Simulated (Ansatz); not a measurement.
Si (C2/m, No. 12, 8 atoms in the cell; start mp-1079297; another form than the element's usual one) was calculated with r²SCAN (Ansatz, a program for electronic structure, plane waves, PAW).

Numerical settings: plane-wave cutoff 560 eV, 10×10×6 k mesh (along the axes of the cell as run), Fermi–Dirac smearing 0.01 eV, scalar-relativistic PAW data made under PBE.

Computed at the level's own relaxed cell.

```yaml
crystal:
  lattice:
    - [6.92252, -1.92364, -0.00117]
    - [6.92252, 1.92364, -0.00117]
    - [-0.74883, 0.00000, 6.29407]
  atoms:
    - { symbol: Si, position: [0.05562, 0.05562, 0.87422] }
    - { symbol: Si, position: [0.94438, 0.94438, 0.12578] }
    - { symbol: Si, position: [0.55902, 0.55902, 0.65348] }
    - { symbol: Si, position: [0.44098, 0.44098, 0.34652] }
    - { symbol: Si, position: [0.21281, 0.21281, 0.05738] }
    - { symbol: Si, position: [0.78719, 0.78719, 0.94262] }
    - { symbol: Si, position: [0.72706, 0.72706, 0.58554] }
    - { symbol: Si, position: [0.27294, 0.27294, 0.41446] }
```

Task: List the 22 lowest band energies at Γ above −25 eV (eV, relative to the valence band maximum), grouping those that round alike.

Result: At Γ: -12.75, -10.39, -10.15, -9.58, -7.63, -7.06, -5.48, -4.74, -3.60, -2.96, -2.39, -1.23, -0.93, -0.79, -0.39, 0.00, 0.73, 1.75, 1.84, 2.25, 2.39, 2.84.

A start named mp-… is a Materials Project structure, which need not be a measured phase.
